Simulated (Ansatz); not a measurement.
Bi2Te3, pressure series

Base system: Bi$_{2}$Te$_{3}$ in the Bi2Te3 type structure (space group R-3m, No. 166; a = 4.315 Å, c = 29.619 Å (hexagonal axes)).

Cell and atoms are relaxed at each pressure.

Levels (all Ansatz, a first-principles code, PAW): PBEsol-D3(BJ) (420 eV, spin-orbit coupling left out); r2SCAN (500 eV, spin-orbit coupling left out).

Band gaps by level, all at the geometries relaxed with PBEsol-D3(BJ):

```json
[
 {"case": "base", "PBEsol-D3(BJ)": "0.18 eV", "r2SCAN": "0.44 eV"},
 {"case": "pressure 3 GPa", "PBEsol-D3(BJ)": "0.18 eV", "r2SCAN": "0.25 eV"},
 {"case": "pressure 7 GPa", "PBEsol-D3(BJ)": "zero", "r2SCAN": "zero"},
 {"case": "pressure 15 GPa", "PBEsol-D3(BJ)": "zero", "r2SCAN": "zero"}
]
```

Single points use the geometry relaxed with PBEsol-D3(BJ). A case with no gap was solved on a k-mesh chosen for an insulator, which is coarse for it. From pressure 15 GPa on, the axis ratios lie over 15 % from the base's, so the cell there is far from its starting form. With Bi and Te present, leaving out spin-orbit coupling can change the band edges. Load acts through the strain it causes; cell and atoms are relaxed under it. No phonon test of stability was made. Competing high-pressure phases were not computed. All final runs are without spin polarisation. The zero or small gap of Bi2Te3 can change with the level of theory.
